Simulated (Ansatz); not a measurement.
Hypothetical anti-CdI2 type Tl2S, thickness series

Consider Tl2S in the anti-CdI2 type structure (space group P-3m1, No. 164; a = 4.172 Å, c = 5.967 Å; a hypothetical phase, not in the database extracts checked).

Free-standing slabs (3 atom(s) a layer) normal to the stacking axis with 15 Å of vacuum; in-plane cell relaxed.

Computed with Ansatz (a program for electronic structure), r2SCAN+rVV10, PAW, cutoff 500 eV, no spin-orbit coupling.

Notes on the quantities. excess energy per area of both faces: slab less bulk energy over the cell's area: twice a surface energy; uncertain by up to 0.1 J/m².

```csv
case,excess energy per area of both faces,band gap,gap character
base,–,zero,–
1 layer,[?],[?],[?]
3 layers,0.3 J/m²,0.38 eV,"indirect, Γ → M"
4 layers,0.4 J/m²,0.14 eV,"indirect, Γ → M"
```

Q: What belongs in the blanks?

A: 
- 1 layer, excess energy per area of both faces: 0.32 J/m²
- 1 layer, band gap: 1.66 eV
- 1 layer, gap character: indirect, K–Γ (79 % along) → M

Slab and bulk use different k-meshes, which limits the precision of the excess energy. With Tl present, leaving out spin-orbit coupling can change the band edges. No phonon test of stability was made. All final runs are without spin polarisation. The zero or small gap of Tl2S can change with the level of theory.
